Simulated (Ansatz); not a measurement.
Take GaN in the wurtzite structure (space group P6_3mc, No. 186; a = 3.183 Å, c = 5.185 Å) as the base.

Levels (all Ansatz, an electronic-structure program, PAW): PBEsol (420 eV, scalar-relativistic without spin-orbit coupling); PBEsol+SOC (420 eV, spin-orbit coupling included).

The geometry is relaxed with PBEsol.

* **PBEsol pressure**: 0.00 GPa
* **PBEsol valence-band top at Γ**: 0.00, 0.00, -0.04 eV
* **PBEsol lowest conduction level above the VBM at special points**: Γ 1.88 eV; A 4.21 eV; L 4.30 eV; M 4.94 eV

**Question.** Predict the pressure, valence-band top at Γ and lowest conduction level above the VBM at special points from PBEsol+SOC.

**Answer.** The pressure hardly moves (0.00 GPa against -0.02 GPa); the valence-band top at Γ (three highest Kramers pairs, from the VBM) becomes 0.00, -0.01, -0.05 eV (PBEsol: 0.00, 0.00, -0.04 eV); the lowest conduction level above the VBM at special points changes from Γ 1.88 eV; A 4.21 eV; L 4.30 eV; M 4.94 eV to Γ 1.87 eV; A 4.20 eV; L 4.30 eV; M 4.94 eV.

Single points use the geometry relaxed with PBEsol. The spin-orbit shifts are approximate. The levels and masses belong to the bands next to the band gap. Whether these cells are dynamically stable was not tested.
